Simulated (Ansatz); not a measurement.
Partial pair distribution functions of a relaxed model of amorphous Zn12Sb12Se36, broadened by 0.06 Å; density 5.55 g/cm³. All values below come from PBE-D3(BJ), scalar-relativistic without spin-orbit coupling, PAW (Ansatz default set, large-core Se) (plane waves to 420 eV; Ansatz, a quantum-chemistry and plane-wave program).

Preparation: random packing, a CHGNet melt and quench, and a DFT relaxation. The hot cell started wider than the set density and was brought back towards it in steps. It is the lowest in DFT energy of 3 quenches. It is a model cell: composition and starting density were chosen by hand, and all elements were melted together. The geometry includes D3(BJ) dispersion. Its density started from a set value of 4.92 and ended at 5.55 g/cm³. The simulated quench (nominally 79 K/ps over its main leg) is rapid and tends to freeze in more defects than a deposited or slowly cooled glass has. A cell of this size samples the disorder only roughly. Volume and shape were free in the relaxation. On a 2×2×2 Γ-centred mesh force components of up to 0.42 eV/Å stay, since the relaxation ran on one k-point at (1/4, 1/4, 1/4).

```csv
r (Å),g Sb-Se,g Zn-Se,g Zn-Zn,g Sb-Sb
2.20,0.00,0.01,0.00,0.00
2.30,0.00,0.64,0.00,0.00
2.40,0.00,6.83,0.00,0.00
2.50,0.40,9.33,0.00,0.00
2.60,3.23,3.64,0.00,0.00
2.70,4.88,1.09,0.00,0.00
2.80,3.95,0.11,0.00,0.00
2.90,2.95,0.02,0.00,0.00
3.00,2.24,0.18,0.00,0.07
3.10,1.71,0.17,0.05,0.87
3.20,1.01,0.19,0.75,0.72
3.30,1.15,0.11,0.75,0.04
3.40,0.58,0.32,0.42,0.00
3.50,0.61,0.43,1.81,0.16
3.60,0.94,1.13,1.07,0.85
3.70,0.47,1.29,2.61,0.28
3.80,0.42,0.71,2.11,0.36
3.90,0.38,0.74,1.72,2.07
4.00,0.84,1.14,1.02,3.13
4.10,1.19,1.43,1.43,1.94
4.20,0.71,1.04,2.21,1.22
4.30,0.61,0.59,1.09,0.83
4.40,0.64,0.30,0.50,0.88
4.50,0.70,0.50,0.66,1.19
4.60,0.70,0.97,0.56,0.62
4.70,0.53,1.04,0.14,0.57
4.80,0.72,0.90,0.43,0.50
4.90,0.84,0.76,0.28,0.43
5.00,1.06,0.72,0.62,0.84
5.10,0.80,0.82,1.25,1.58
5.20,0.71,1.08,0.79,1.16
5.30,0.94,1.09,0.99,1.15
5.40,1.15,0.89,1.91,1.19
```

Within 3.20 Å each Sb has 4.67 Se neighbours on average.
